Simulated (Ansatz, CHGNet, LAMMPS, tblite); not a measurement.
# Ladder of methods for the elastic constant C12 of stishovite (SiO2)

Reference value: 201 GPa (measured, temperature not stated, no zero-point or thermal correction; as tabulated in Lakshtanov, Sinogeikin, Hellwig, Katsura, Bass et al., AGU Fall Meeting 2007 …).

| level (code) | value (GPa) | cell (Å³/atom) | difference (%) |
|---|---|---|---|
| ionic model pedone2006 (rigid ions, LAMMPS) | 127 | 8.35 | -37 |
| GFN2-xTB (tblite) | 162 | 7.20 | -19.4 |
| CHGNet 0.3.0 | 143 | 8.04 | -29 |
| PBE (Ansatz) | 163 | 8.05 | -18.9 |
| PBE0 (Ansatz) | 202 | 7.75 | +0.5 |

The reference's temperature isn't stated, so close values are not ranked against it. Off by more than 25 %, or 35 % on the side where a correction would as a rule narrow the miss (bounds picked here): ionic model pedone2006 (-37 %), CHGNet 0.3.0 (-29 %).

The measured value isn't corrected to a static lattice, so vibrations enter the comparison.  GFN2-xTB: the method was fitted mainly to molecules. GFN2-xTB: the run uses a supercell at the zone centre in place of a k mesh. Each level is taken at its own relaxed cell. K meshes differ between the levels. Ansatz's density-functional and Hartree–Fock values are scalar-relativistic unless marked +SOC, with PAW data made under PBE.

Empirical potentials (ionic model pedone2006) are fitted to chosen data: where that held the value shown, agreement is built in, and what lay outside the fit can be far off. Machine-learned potentials (CHGNet 0.3.0) are trained on DFT data: a solid inside that data is no test of them.

Differences are worked out from the printed values.

Ansatz is a program for electronic structure.
